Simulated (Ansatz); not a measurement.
A computed series for hypothetical Fm-3m WGe2: response to strain

Take WGe2 (space group Fm-3m, No. 225; a hypothetical phase, not in the database extracts checked; relaxed with 0.1 eV smearing) as the base.

```
CELL_PARAMETERS angstrom
      0.00000     3.02562     3.02562
      3.02562     0.00000     3.02562
      3.02562     3.02562     0.00000
ATOMIC_POSITIONS crystal
  W  0.00000 0.00000 0.00000
  Ge 0.25000 0.25000 0.25000
  Ge 0.75000 0.75000 0.75000
```

Cartesian axes are those of the cell as printed.

Strains are applied to the cell and any free atomic positions relax; under biaxial strain the out-of-plane vector relaxes too.

All numbers come from Ansatz (an electronic-structure program) PBEsol, scalar-relativistic without spin-orbit coupling.

Notes on the quantities. pressure: mean of the normal stresses, compression positive; energy relative to the base: free energy F.

```csv
case,pressure,energy relative to the base,space group
base,0.0 GPa,0 meV/atom,Fm-3m (No. 225)
"biaxial strain −4.84 %, plane normal [110], relaxed out of plane",1.3 GPa,-10 meV/atom,Immm (No. 71)
"biaxial strain −2.25 %, plane normal [110], relaxed out of plane",-1.3 GPa,-8.2 meV/atom,Immm (No. 71)
"biaxial strain −4.18 %, plane normal [111], relaxed out of plane",-8.0 GPa,-90 meV/atom,R-3m (No. 166)
uniaxial strain ε_xx = −0.42 %,0.6 GPa,+0.1 meV/atom,I4/mmm (No. 139)
tensor shear ε_xz = +2.84 %,-0.2 GPa,-7.2 meV/atom,Immm (No. 71)
```

Stability against distortions was not tested. All final runs are without spin polarisation. Under biaxial strain −4.84 %, plane normal [110], relaxed out of plane, biaxial strain −2.25 %, plane normal [110], relaxed out of plane and biaxial strain −4.18 %, plane normal [111], relaxed out of plane and more the cell ends below the base's energy or with stress of the wrong sign: the atoms slid into a distortion or the cell is elastically unstable, so the base is not a stable minimum at this level. WGe2 has a high density of states at the Fermi level and may be magnetic at this level.
